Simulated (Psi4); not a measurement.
Psi4 1.11, BP86/def2-svp: Al(CF3)(Cl)(NMe2) (C[N](C)[Al]([Cl])[C](F)(F)F), 15 atoms. The geometry is a generated start, not checked to be a minimum at this level.

- task: energy
- method: bp86
- basis: def2-svp
- memory: 3 GB
- maxiter: 100
- keys of the molecule block: symmetry c1
- scf_type: df (default)
- e_convergence: 1e-06 (default)
- d_convergence: 1e-06 (default)
- dft_radial_points: 75 (default)
- dft_spherical_points: 302 (default)
- basis functions: 164
- grid points: 318854

```xyz
15

Al    -0.9699     0.5968    -0.6885
C     -0.1776    -0.1691    -2.4512
F     -0.9281     0.3003    -3.4819
F     -0.1882    -1.5206    -2.5898
F      1.0956     0.2000    -2.7381
Cl    -2.6082     1.7271    -0.9516
N     -0.0285     0.1138     0.7426
C      1.0977    -0.8133     0.6989
C     -0.3085     0.5889     2.0888
H      2.0185    -0.3214     1.0198
H      0.9146    -1.6721     1.3509
H      1.2325    -1.1732    -0.3197
H     -0.5839    -0.2416     2.7472
H      0.5700     1.0858     2.5167
H     -1.1359     1.2986     2.0558
```

With the defaults (diis = true, scf_initial_accelerator = adiis, damping_percentage = 0, diis_max_vecs = 10, soscf = false, soscf_start_convergence = 0.01, guess = auto, which took SAD) it converges in 11 SCF iterations. One run each on 2 threads, with these changes:
- soscf = true, soscf_start_convergence = 0.001
- guess = sap
- diis_max_vecs = 20
- diis = false, scf_initial_accelerator = none, damping_percentage = 60
- diis_max_vecs = 3
- scf_initial_accelerator = none
- soscf = true, soscf_start_convergence = 0.1
- guess = huckel
- scf_initial_accelerator = ediis

**Question.** Which of these changes keep the SCF from converging, or lead it to another solution?

**Answer.** No convergence: diis = false, scf_initial_accelerator = none, damping_percentage = 60 (the run ends without SCF convergence in 100 iterations). The rest reach the solution of the defaults.

```tsv
setting	SCF iterations	JK calls	end
soscf = true, soscf_start_convergence = 0.001	8	19	same solution
the defaults	11	12	same solution
diis_max_vecs = 20	11	12	same solution
scf_initial_accelerator = ediis	11	12	same solution
scf_initial_accelerator = none	11	12	same solution
guess = huckel	11	44	same solution
soscf = true, soscf_start_convergence = 0.1	13	59	same solution
diis_max_vecs = 3	14	15	same solution
guess = sap	15	15	same solution
diis = false, scf_initial_accelerator = none, damping_percentage = 60	100	101	no convergence
```

An SOSCF iteration holds several JK calls; a Hückel guess adds calls on atoms.
